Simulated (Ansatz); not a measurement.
W (Im-3m), PBEsol, DFPT electron-phonon coupling, linearised Boltzmann equation run with Ansatz (an electronic-structure program): Condition of this run: hydrostatic pressure 15 GPa (the target of the relaxation). phonon-limited resistivity 4.34 μΩ·cm at 300 K, 5.94 μΩ·cm at 400 K, current-weighted mean free path 18.6 nm, Drude plasma energy 8.33 eV.

Estimate the electronic thermal conductivity at 300 K by the Wiedemann-Franz law (L₀ = 2.44×10⁻⁸ W·Ω/K²).

L₀T/ρ = 2.44×10⁻⁸ × 300/(4.34×10⁻⁸) = 169 W/(m·K). Inelastic scattering puts the true Lorenz number somewhat under L₀ near and below the Debye temperature.

What temperature coefficient of resistance follows, and how does it compare with 1/T?

(ρ₄₀₀ − ρ₃₀₀)/(100 K × ρ₃₀₀) = 3.69×10⁻³ K⁻¹, against 1/T = 3.33×10⁻³ K⁻¹ for a resistivity proportional to T. It lies higher because phonons are still being populated at 300 K; impurities would add a constant and lower it.

What Drude relaxation time do resistivity and plasma energy imply?

ω_p = 1.27e16 s⁻¹, so τ = 1/(ε₀ ω_p² ρ) = 16.2 fs, a damping ħ/τ of 40.5 meV.

A metal at this level (no band gap). Only scattering by harmonic phonons is included (no impurities, grain boundaries, electron-electron scattering or thermal expansion). Spin-orbit coupling is left out, which matters with elements this heavy. The squared frequency of the phonon mode least converged on the k mesh is uncertain by about 17 %. The run warned that the eigensolver left some states short of its tolerance. Halving the electron mesh (36x36x36) moves the resistivity by up to 9 % at 300 K, the mean free path by up to 9 %. Smearing 0.20 eV; phonons on a 6x6x6 q mesh, which this run doesn't test.
